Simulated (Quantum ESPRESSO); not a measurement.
## Parameter sweep on CoSi₂ (Fm-3m, 3 atoms in the cell)

```
CoSi2
1.0
   -2.71380     0.00000     2.71380
    0.00000     2.71380     2.71380
   -2.71380     2.71380     0.00000
Co Si
1 2
Cartesian
  0.00000   0.00000   0.00000
 -4.07070   4.07070   4.07070
 -1.35690   1.35690   1.35690
```

Base run A: PBE, PSlibrary ultrasoft (PBE) pseudopotentials (Quantum ESPRESSO), self-consistent single point.

Its settings: ecutwfc = 50 Ry; ecutrho = 300 Ry; occupations = smearing; smearing = marzari-vanderbilt; degauss = 0.019992 Ry; potentials = {Co: Co.pbe-n-rrkjus_psl.1.0.0.UPF, Si: Si.pbe-n-rrkjus_psl.1.0.0.UPF}; K_POINTS = automatic 7 7 7 0 0 0; conv_thr = 1e-10 Ry; mixing_beta = 0.3.

The starting cell comes from a database of computed structures (which also holds hypothetical and non-ambient phases and stackings), without a prior relaxation at this level. Its lattice was rescaled by a random factor within 2.5 % of one. Spin polarisation is off. In the base run, with a pressure of about -7 GPa the cell is away from its equilibrium volume at this level.

ΔF is the free energy per atom less that of run A. 

Runs:
- B: lattice scaled by 0.97
- C: lattice scaled by 0.97; ecutwfc: 50 Ry → 30 Ry; ecutrho: 300 Ry → 180 Ry
- D: lattice scaled by 0.985
- E: lattice scaled by 0.985; ecutwfc: 50 Ry → 30 Ry; ecutrho: 300 Ry → 180 Ry
- F: lattice scaled by 1.015
- G: lattice scaled by 1.015; ecutwfc: 50 Ry → 30 Ry; ecutrho: 300 Ry → 180 Ry
- H: lattice scaled by 1.03
- I: lattice scaled by 1.03; ecutwfc: 50 Ry → 30 Ry; ecutrho: 300 Ry → 180 Ry

```tsv
run	ΔF (meV/atom)	pressure (GPa)
A	0.00	-6.54
B	13.4	10.74
C	61.7	6.37
D	-8.9	1.14
E	40.2	-3.20
F	35.2	-12.53
G	88.0	-16.98
H	91.8	-17.00
I	145.0	-21.28
```

Run E against A: The free energy rises by 40.2 meV/atom and the pressure goes from -6.54 to -3.20 GPa.

Run H against A: The free energy rises by 91.8 meV/atom and the pressure goes from -6.54 to -17.00 GPa.
